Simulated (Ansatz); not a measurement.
# A computed series for WC: pressure series

Start from WC (space group P-6m2, No. 187; a = 2.922 Å, c = 2.847 Å).

Cell and atoms are relaxed at each pressure.

Level of theory: PBE in Ansatz (plane waves to 420 eV, PAW, without spin-orbit coupling), earlier PAW set.

```csv
pressure (GPa),volume per atom (Å³/atom)
-2,10.582
-1,10.554
0,10.526
0.3,10.518
0.7,10.507
3,10.446
5,?
7.5,10.330
10,10.269
```

**Question.** Fit the third-order Birch–Murnaghan form P(V) = (3B₀/2)[(V₀/V)^(7/3) − (V₀/V)^(5/3)]·[1 + (3/4)(B₀′ − 4)((V₀/V)^(2/3) − 1)] (squares taken in P) to the rows shown and predict the withheld row.

**Answer.** Least squares on the printed values gives V₀ = 10.526 Å³/atom, B₀ = 384 GPa, B₀′ = 4.2; this predicts 10.394 Å³/atom, and the run gives 10.394 Å³/atom, in agreement.

Load acts through the strain it causes; cell and atoms are relaxed under it. No phonon test of stability was made. Competing high-pressure phases were not computed. All final runs are without spin polarisation.

Ansatz is a program for electronic structure.
